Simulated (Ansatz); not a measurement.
Where the default PAW files enter, the runs use the earlier of Ansatz's two default sets.

Given:

```
O2Si
1.0
    2.69349     0.00000     0.00000
    0.00000     4.23317     0.00000
    0.00000     0.00000     4.23317
Si O
2 4
Direct
  0.50000   0.50000   0.50000
  0.00000   0.00000   0.00000
  0.00000   0.69316   0.69316
  0.00000   0.30684   0.30684
  0.50000   0.19316   0.80684
  0.50000   0.80684   0.19316
```

Space group of this cell: P4_2/mnm, rutile. The cell is taken as given; by r2SCAN its mean pressure is -9.7 GPa.

Computed with r2SCAN (plane waves, PAW; Ansatz, an electronic-structure program).

The current runs along the normal of the first two printed vectors; no spin-orbit coupling. Scaled by the factor s: both lengths across the current (ions clamped). Meshes 12×8×8 and 12×8 across the current in all rows.

```tsv
s	mean pressure (GPa)	band gap (eV)
0.98	3.9	6.75
1.00	-9.7	5.97
1.02	-20.9	?
```

Task: Take the slope of the band gap against ln s from the two given rows, extrapolate to s = 1.02, and say what the run there gives.

Result: Slope = (6.75 − 5.97) / ln 0.98 = -38.6 eV. The line gives 5.97 + (-38.6) × ln 1.02 = 5.21 eV. The run gives 5.23 eV, 0.02 eV over the line, 3 % of the predicted step.
